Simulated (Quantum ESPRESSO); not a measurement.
# Quick settings and what they miss: V₃Ga (Cmmm, 4 atoms in the cell)

Self-consistent single point.

```
V3Ga
1.0
    1.53934    -2.04361     0.00000
    1.53934     2.04361     0.00000
    0.00000     0.00000     8.21766
V Ga
3 1
Direct
  0.50000   0.50000   0.74407
  0.50000   0.50000   0.25593
  0.00000   0.00000   0.50000
  0.00000   0.00000   0.00000
```

Computed with PBEsol, PseudoDojo standard norm-conserving (PBESOL) pseudopotentials (plane waves; Quantum ESPRESSO 7.5).

Base settings: ecutwfc = 85 Ry; occupations = smearing; smearing = marzari-vanderbilt; degauss = 0.0147 Ry; potentials = {V: V.upf, Ga: Ga.upf}; K_POINTS = automatic 13 13 4 0 0 0; conv_thr = 1e-10 Ry; mixing_beta = 0.7.

Tight run (finer mesh or higher cutoff; not a proven limit): ecutwfc: 85 Ry → 119 Ry; conv_thr: 1e-10 Ry → 7.3e-11 Ry; K_POINTS: automatic 13 13 4 0 0 0 → automatic 18 18 6 0 0 0. It gave Fermi level (on the code's own zero) 17.34 eV; pressure 6.08 GPa; largest force (vector length) 0.203 eV/Å.

Quick runs, as changes from the base:
- A: the base itself
- B: ecutwfc: 85 Ry → 42 Ry; smearing: marzari-vanderbilt → methfessel-paxton; K_POINTS: automatic 13 13 4 0 0 0 → automatic 4 4 4 0 0 0
- C: degauss: 0.0147 Ry → 0.019992 Ry; conv_thr: 1e-10 Ry → 7.3e-05 Ry; K_POINTS: automatic 13 13 4 0 0 0 → automatic 4 4 4 1 1 1
- D: ecutwfc: 85 Ry → 59 Ry; smearing: marzari-vanderbilt → methfessel-paxton; degauss: 0.0147 Ry → 0.036749 Ry; conv_thr: 1e-10 Ry → 7.3e-06 Ry; K_POINTS: automatic 13 13 4 0 0 0 → automatic 4 4 4 0 0 0
- E: ecutwfc: 85 Ry → 68 Ry; degauss: 0.0147 Ry → 0.036749 Ry; K_POINTS: automatic 13 13 4 0 0 0 → automatic 6 6 6 0 0 0; potentials: PseudoDojo standard norm-conserving (LDA) [LDA (PW92)]
- F: ecutwfc: 85 Ry → 59 Ry; smearing: marzari-vanderbilt → gaussian; conv_thr: 1e-10 Ry → 7.3e-06 Ry; K_POINTS: automatic 13 13 4 0 0 0 → automatic 8 8 8 1 1 1

Energies are extrapolated to zero smearing width, which holds to low order in the width alone (under cold and Methfessel-Paxton smearing the free energy itself is taken).

Dashes: time of B, C, D, under 30 s; pressure of C, D, F, not trusted under this conv_thr with d or f elements; energy of E, another energy zero.

† marks runs with another functional, U, potentials or spin treatment: their distance from the tight run is not a convergence error alone.

The count of work is k-points × plane waves × bands × iterations; it is no time. Core times come from one kind of shared machine and are given to one figure; runs under 30 s give none.

The starting cell comes from a database of computed structures (which also holds hypothetical and non-ambient phases and stackings), without a prior relaxation at this level. Its lattice was rescaled by a random factor within 2.5 % of one. Spin polarisation is off. In the base run, with a pressure of about 6 GPa the cell is away from its equilibrium volume at this level.

```csv
run,energy less tight (meV/atom),pressure less tight (GPa),largest miss in a force vector (eV/Å),count of work / tight,core time / tight (rough)
A,0.3,-0.02,0.006,0.26,0.3
B,9582.9,-494.36,0.395,0.012,–
C,-51.1,–,0.171,0.011,–
D,417.8,–,0.189,0.014,–
E†,–,-13.03,0.159,0.058,0.05
F,395.0,–,0.078,0.041,0.05
```

Among the runs at the tight run's level, the energy misses run from 0.3 to 9582.9 meV/atom.
